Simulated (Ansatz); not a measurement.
Take Sc in the hcp (Mg type) structure (space group P6_3/mmc, No. 194; a = 3.2754 Å, c = 5.1051 Å; relaxed with 0.1 eV smearing) as the base. Axes: x lies along a and z along c of the hexagonal cell.

Level of theory: PBEsol, PAW, 420 eV (Ansatz, a first-principles code; no spin-orbit coupling).

It is then changed as follows: the cell is stretched by 2.00 % along z with no lateral relaxation; the atoms relax in the strained cell.

Predict the stress tensor and what it implies for the stiffness.

Stress of the strained cell less that of the base (GPa, compression positive):
```
   -0.6     0.0     0.0
    0.0    -0.6     0.0
    0.0     0.0    -2.0
```

Then −Δσ_ii/ε with ε = 0.0200 gives secant stiffness values (nonlinear terms included at this strain): C33 ≈ 99 GPa, C13 ≈ 29 GPa and C23 ≈ 29 GPa.

Whether these cells are dynamically stable was not tested. The final runs are not spin-polarised.
